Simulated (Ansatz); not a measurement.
## AgBr in the rock salt structure (space group Fm-3m, No. 225)

AgBr has the cubic space group Fm-3m (No. 225), the rock salt structure, Pearson symbol cF8. Cell: a = b = c = 5.8409 Å, α = β = γ = 90.00°. Br on 4a is coordinated by 6 Ag at 2.920 Å (octahedral). Ag on 4b has 6 Br at 2.920 Å (octahedral). (Neighbours: up to the widest gap in distance over summed covalent radii, below 1.35, at either atom; cation-cation and far metal-metal contacts left out.)
(The calculation used a cell of 2 atoms; values per cell refer to that cell.)

The values are results of PBE (Ansatz, a program for electronic structure; PAW; 420 eV plane waves; no spin-orbit coupling), not measurements. k-mesh 10×10×10 (Γ-centred); smearing 0.05 eV (Fermi–Dirac).

The volume per atom is 24.91 Å³ and the density is 6.26 g/cm³. The band gap is 0.69 eV, indirect, L → Γ. The electron mass comes out as 0.19 mₑ. The lowest conduction-band minima above the VBM is Γ 0.69 eV; X along ⟨100⟩ 1.71 eV and the total energy comes out as -5187.183 eV/atom (σ→0; compares only within this code and set-up).

Effective masses come from finite differences of ±0.01 Å⁻¹. Whether these cells are dynamically stable was not tested.
